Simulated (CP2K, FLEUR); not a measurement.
A CP2K input for a self-consistent single point of LaGe₃Ir (I4mm, 5 atoms in the cell) (DFT PBEsol, GPW, DZVP-MOLOPT-SR-GTH basis, GTH-PBE potentials (GTH_POTENTIALS)):

```
&GLOBAL
  PROJECT lage3ir
  RUN_TYPE ENERGY_FORCE
  PRINT_LEVEL LOW
&END GLOBAL
&FORCE_EVAL
  METHOD Quickstep
  STRESS_TENSOR ANALYTICAL
  &DFT
    BASIS_SET_FILE_NAME BASIS_MOLOPT
    BASIS_SET_FILE_NAME BASIS_MOLOPT_UCL
    POTENTIAL_FILE_NAME GTH_POTENTIALS
    &QS
      METHOD GPW
      EPS_DEFAULT 1E-10
    &END QS
    &MGRID
      CUTOFF 500
      REL_CUTOFF 60
      NGRIDS 5
    &END MGRID
    &SCF
      SCF_GUESS ATOMIC
      EPS_SCF 1E-6
      MAX_SCF 100
      ADDED_MOS 8
      &DIAGONALIZATION
        ALGORITHM STANDARD
      &END DIAGONALIZATION
      &MIXING
        METHOD BROYDEN_MIXING
        ALPHA 0.3
        NBUFFER 8
        BETA 1.5
      &END MIXING
      &SMEAR ON
        METHOD FERMI_DIRAC
        ELECTRONIC_TEMPERATURE [K] 1160.45
      &END SMEAR
    &END SCF
    &KPOINTS
      SCHEME MONKHORST-PACK 6 6 6
      GAMMA_CENTERED T
    &END KPOINTS
    &XC
      &XC_FUNCTIONAL
        &PBE
          PARAMETRIZATION PBESOL
        &END PBE
      &END XC_FUNCTIONAL
    &END XC
    &PRINT
      &MO
        EIGENVALUES T
        OCCUPATION_NUMBERS T
        NDIGITS 8
        FILENAME mo
        &EACH
          QS_SCF 0
        &END EACH
        ADD_LAST NUMERIC
      &END MO
      &MULLIKEN OFF
      &END MULLIKEN
    &END PRINT
  &END DFT
  &SUBSYS
    &CELL
      A 5.83388900 0.00000000 0.00000000
      B 2.57536900 5.23466700 0.00000000
      C -4.20462900 -2.61733300 3.08300500
      PERIODIC XYZ
    &END CELL
    &COORD
      SCALED
      La       0.57853000     0.57853000     0.00000000
      Ge       0.34263000     0.84263000     0.50000000
      Ge       0.84263000     0.34263000     0.50000000
      Ge       0.00049000     0.00049000     0.00000000
      Ir       0.23877000     0.23877000     0.00000000
    &END COORD
    &KIND La
      BASIS_SET DZVP-MOLOPT-SR-GTH-q11
      POTENTIAL GTH-PBE-q11
    &END KIND
    &KIND Ge
      BASIS_SET DZVP-MOLOPT-SR-GTH-q4
      POTENTIAL GTH-PBE-q4
    &END KIND
    &KIND Ir
      BASIS_SET DZVP-MOLOPT-SR-GTH-q17
      POTENTIAL GTH-PBE-q17
    &END KIND
  &END SUBSYS
  &PRINT
    &FORCES ON
    &END FORCES
    &STRESS_TENSOR ON
    &END STRESS_TENSOR
  &END PRINT
&END FORCE_EVAL
```

Translate this input to FLEUR.

This is the input that was run; spellings and numerical settings could be chosen otherwise.

Input of the input generator:

```
LaGe3Ir crystal
&input film=f /
-4.1196294078 4.1196294078 9.3592654747
4.1196294078 -4.1196294078 9.3592654747
4.1196294078 4.1196294078 -9.3592654747
1.0
1.0 1.0 1.0

5
57 0.5785300000 0.5785300000 0.0000000000
32 0.3426300000 0.8426300000 0.5000000000
32 0.8426300000 0.3426300000 0.5000000000
32 0.0004900000 0.0004900000 0.0000000000
77 0.2387700000 0.2387700000 0.0000000000

&comp jspins=1 /
&exco xctyp='PBEs' /
&kpt div1=6 div2=6 div3=6 gamma=t /
&end /
```

```xml
<?xml version="1.0" encoding="UTF-8" standalone="no"?>
<fleurInput fleurInputVersion="0.39">
   <comment>
      LaGe3Ir crystal                                                                                     
   </comment>
   <calculationSetup>
      <cutoffs Kmax="3.8" Gmax="15.2" GmaxXC="15.2" numbands="0"/>
      <scfLoop itmax="60" minDistance="0.00001" maxIterBroyd="40" imix="Anderson" alpha="0.05" precondParam="0.0" spinf="2.0"/>
      <coreElectrons ctail="T" frcor="F" kcrel="0" coretail_lmax="0"/>
      <xcFunctional name="PBEs" relativisticCorrections="F"/>
      <magnetism jspins="1"/>
      <soc l_soc="F" theta="0.0" phi="0.0" spav="F"/>
      <expertModes spex="0" secvar="F"/>
      <geometryOptimization l_f="T" forcealpha="1.0" forcemix="BFGS" epsdisp="0.00001" epsforce="0.00001"/>
      <ldaU l_linMix="F" mixParam="0.05" spinf="1.0"/>
   </calculationSetup>
   <cell>
      <bzIntegration valenceElectrons="68.0" mode="hist" fermiSmearingEnergy="0.00367493">
         <kPointListSelection listName="default-1"/>
         <!-- k-points included here -->
         <xi:include xmlns:xi="http://www.w3.org/2001/XInclude" href="kpts.xml"> </xi:include>
      </bzIntegration>
      <!-- symmetry operations included here -->
      <xi:include xmlns:xi="http://www.w3.org/2001/XInclude" href="sym.xml"> </xi:include>
      <bulkLattice scale="1.0">
         <bravaisMatrix>
            <row-1>   -4.1196294077999998     4.1196294077999998     9.3592654747000008</row-1>
            <row-2>    4.1196294077999998    -4.1196294077999998     9.3592654747000008</row-2>
            <row-3>    4.1196294077999998     4.1196294077999998    -9.3592654747000008</row-3>
         </bravaisMatrix>
      </bulkLattice>
   </cell>
   <atomSpecies>
      <species name="Lanthanum (La)" element="La" atomicNumber="57">
         <mtSphere radius="2.63" gridPoints="925" logIncrement="0.014"/>
         <atomicCutoffs lmax="10" lnonsphr="8"/>
         <electronConfig flipSpins="F">
            <coreConfig>(1s1/2) (2s1/2) (2p1/2) (2p3/2) (3s1/2) (3p1/2) (3p3/2) (4s1/2) (3d3/2) (3d5/2) (4p1/2) (4p3/2) (4d3/2) (4d5/2)</coreConfig>
            <valenceConfig>(5s1/2) (5p1/2) (5p3/2) (6s1/2) (5d3/2) (5d5/2)</valenceConfig>
            <stateOccupation state="(5d3/2)" spinUp="0.2" spinDown="0.2"/>
            <stateOccupation state="(5d5/2)" spinUp="0.3" spinDown="0.3"/>
         </electronConfig>
         <energyParameters s="6" p="6" d="5" f="4"/>
         <lo type="SCLO" l="0" n="5" eDeriv="0"/>
         <lo type="SCLO" l="1" n="5" eDeriv="0"/>
      </species>
      <species name="Germanium (Ge)" element="Ge" atomicNumber="32">
         <mtSphere radius="2.08" gridPoints="735" logIncrement="0.017"/>
         <atomicCutoffs lmax="8" lnonsphr="6"/>
         <electronConfig flipSpins="F">
            <coreConfig>(1s1/2) (2s1/2) (2p1/2) (2p3/2) (3s1/2) (3p1/2) (3p3/2)</coreConfig>
            <valenceConfig>(4s1/2) (3d3/2) (3d5/2) (4p1/2) (4p3/2)</valenceConfig>
            <stateOccupation state="(4p1/2)" spinUp="0.3333333333333" spinDown="0.3333333333333"/>
            <stateOccupation state="(4p3/2)" spinUp="0.6666666666667" spinDown="0.6666666666667"/>
         </electronConfig>
         <energyParameters s="4" p="4" d="3" f="4"/>
         <lo type="HELO" l="2" n="4" eDeriv="0"/>
      </species>
      <species name="Iridium (Ir)" element="Ir" atomicNumber="77">
         <mtSphere radius="2.08" gridPoints="735" logIncrement="0.018"/>
         <atomicCutoffs lmax="8" lnonsphr="6"/>
         <electronConfig flipSpins="F">
            <coreConfig>(1s1/2) (2s1/2) (2p1/2) (2p3/2) (3s1/2) (3p1/2) (3p3/2) (4s1/2) (3d3/2) (3d5/2) (4p1/2) (4p3/2) (5s1/2) (4d3/2) (4d5/2) (4f5/2) (4f7/2)</coreConfig>
            <valenceConfig>(5p1/2) (5p3/2) (6s1/2) (5d3/2) (5d5/2)</valenceConfig>
            <stateOccupation state="(5d3/2)" spinUp="1.4" spinDown="1.4"/>
            <stateOccupation state="(5d5/2)" spinUp="2.1" spinDown="2.1"/>
         </electronConfig>
         <energyParameters s="6" p="6" d="5" f="5"/>
         <lo type="SCLO" l="1" n="5" eDeriv="0"/>
      </species>
   </atomSpecies>
   <atomGroups>
      <atomGroup species="Lanthanum (La)">
         <relPos label="                   1">-.4214700000 -.4214700000 .0000000000</relPos>
         <force calculate="T" relaxXYZ="TTT"/>
      </atomGroup>
      <atomGroup species="Germanium (Ge)">
         <relPos label="                   2">.3426300000 -.1573700000 1.000/2.000</relPos>
         <relPos label="                   3">-.1573700000 .3426300000 1.000/2.000</relPos>
         <force calculate="T" relaxXYZ="TTT"/>
      </atomGroup>
      <atomGroup species="Germanium (Ge)">
         <relPos label="                   4">.0004900000 .0004900000 .0000000000</relPos>
         <force calculate="T" relaxXYZ="TTT"/>
      </atomGroup>
      <atomGroup species="Iridium (Ir)">
         <relPos label="                   5">.2387700000 .2387700000 .0000000000</relPos>
         <force calculate="T" relaxXYZ="TTT"/>
      </atomGroup>
   </atomGroups>
   <output dos="F" band="F" slice="F">
      <checks vchk="F" cdinf="F"/>
      <bandDOS minEnergy="-.5*Htr" maxEnergy="0.5*Htr" sigma="0.015" storeEVData="T"/>
      <vacuumDOS vacdos="F" integ="F" star="F" nstars="0" locx1="0.0" locy1="0.0" locx2="0.0" locy2="0.0" nstm="0" tworkf="0.0"/>
      <unfoldingBand unfoldBand="F" supercellX="1" supercellY="1" supercellZ="1"/>
      <plotting iplot="0" polar="F">
         <plot TwoD="T" vec1="  1.0  0.0  0.0" vec2="  0.0  1.0  0.0" vec3="  0.0  0.0  1.0" zero="  0.0  0.0  0.0" file="plot"/>
      </plotting>
      <chargeDensitySlicing numkpt="0" minEigenval="0.0" maxEigenval="0.0" nnne="0" pallst="F"/>
      <specialOutput eonly="F"/>
      <magneticCircularDichroism mcd="F" energyLo="-10.0" energyUp="0.0"/>
   </output>
  <!-- We include the file relax.xml here to enable relaxations (see documentation) -->
  <xi:include xmlns:xi="http://www.w3.org/2001/XInclude" href="relax.xml"> <xi:fallback/> </xi:include>
</fleurInput>
```

Basis, cutoffs, solver keys and any potentials are the target program's own. This input uses DFT, PBEsol, all-electron FLAPW (FLEUR), scalar-relativistic valence.

The starting cell comes from a database of computed structures (which also holds hypothetical and non-ambient phases and stackings), without a prior relaxation at this level. Its lattice was rescaled by a random factor within 2.5 % of one. For this run, on top of that: lattice scaled by 0.98.
